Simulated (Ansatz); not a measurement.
Input:

```
CELL_PARAMETERS angstrom
      2.56397     0.00000     0.00000
      0.00000     2.56397     0.00000
      1.28198     1.28198     1.81300
ATOMIC_POSITIONS crystal
  B  0.00000 0.00000 0.00000
  N  0.25000 0.75000 0.50000
```

Space group of this cell: F-43m, zinc blende. The cell is taken as given; by r2SCAN its mean pressure is -5.2 GPa.

Level of theory: r2SCAN (plane waves, PAW; Ansatz, a quantum-chemistry and plane-wave program).

The current runs along the normal of the first two printed vectors; no spin-orbit coupling. Scaled by the factor s: the length along the current (ions clamped). Meshes 16×16×16 and 12×12 across the current in all rows.

| s | mean pressure (GPa) | band gap (eV) |
|---|---|---|
| 0.97 | 6.8 | ? |
| 1.00 | -5.2 | 4.99 |
| 1.03 | -15.6 | 4.68 |

Task: Take the slope of the band gap against ln s from the two given rows, extrapolate to s = 0.97, and say what the run there gives.

Result: Slope = (4.68 − 4.99) / ln 1.03 = -10.5 eV. The line gives 4.99 + (-10.5) × ln 0.97 = 5.31 eV. The run gives 4.47 eV, 0.84 eV under the line, 263 % of the predicted step.
